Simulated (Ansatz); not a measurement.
W2C (model structure, started from the CdI2 type, P-3m1, No. 164, 3 atoms in the cell)

Level of theory: PBE-D3(BJ) (plane waves, PAW; Ansatz, a quantum-chemistry and plane-wave program).

Settings: plane-wave cutoff 500 eV, 18×18×8 k mesh (along the axes of the cell as run), Fermi–Dirac smearing 0.05 eV, no spin polarisation, scalar-relativistic PAW data made under PBE.

Cell (relaxed at this level):

```yaml
crystal:
  lattice:
    - [3.03421, 0.00000, 0.00000]
    - [-1.51710, 2.62770, 0.00000]
    - [0.00000, 0.00000, 4.65681]
  atoms:
    - { symbol: C, position: [0.00000, 0.00000, 0.00000] }
    - { symbol: W, position: [0.33333, 0.66667, 0.25544] }
    - { symbol: W, position: [0.66667, 0.33333, 0.74456] }
```

For W2C (model structure, started from the CdI2 type, P-3m1, No. 164, 3 atoms in the cell), the band gap is zero (no gap).

Note: the relaxation could raise the start's symmetry but not lower it, so the cell can be a saddle point.

Spin–orbit coupling is not included.

Static lattice: no zero-point or thermal effects.

A model structure was made by putting elements into a prototype or built by hand; it is no filed structure, need not be a known phase, and can be a saddle point held by its symmetry.
